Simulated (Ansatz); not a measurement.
Consider the following.

```
CELL_PARAMETERS angstrom
      1.58604     0.91570     6.24028
     -1.58604     0.91570     6.24028
      0.00000    -1.83140     6.24028
ATOMIC_POSITIONS crystal
  W  0.00000 0.00000 0.00000
  S  0.75008 0.75008 0.75008
  S  0.58322 0.58322 0.58322
```

No spin polarisation.

Computed with DFT with r2SCAN+rVV10, PAW potentials and a 500 eV plane-wave cutoff in Ansatz (an electronic-structure program), no SOC, earlier PAW set. Settings: 12×12×12 k-points, 0.05 eV Fermi–Dirac smearing.

Q: What gap character does the calculation give?

A: Indirect, T → Γ–S₀ (50 % along).

Q: Predict the hole mass.

A: 0.72 mₑ along k, 0.63 mₑ across (at T).

Q: What is the computed space group?

A: R3m (No. 160).

Spin-orbit coupling, missing from the scalar runs, can matter with W. Masses are band curvatures over ±0.01 Å⁻¹ around the edge. Along k means along the line from Γ to the band edge. Stability against distortions was not tested. The cell was made from MoS2 by this change: Mo → W; the result is a model cell.
